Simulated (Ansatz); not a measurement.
O on the As site (broken-bond start) in zinc-blende BAs: one set of geometries, relaxed with PBE, evaluated in Ansatz (PAW, plane waves to 420 eV, 500 eV under r2SCAN) with PBE, r2SCAN.

Cell and caveats: 64-site cell; 2×2×2 shifted k-points; start: the As site; started 0.95 Å off site, one bond broken; charged states image-corrected; energies good to tenths of an eV; flagged in the runs: a strain field that reaches the edge of the cell.

```csv
quantity,PBE,r2SCAN
host gap (eV),1.20,1.39
"neutral formation energy against rhombohedral As, O2 molecule in a box (eV)",1.08,1.23
largest moment on one atom at charge 0 (μB),0.29,0.33
```

PBE narrows the gap by 0.19 eV against r2SCAN, the highest level run.

Ansatz is an electronic-structure program.
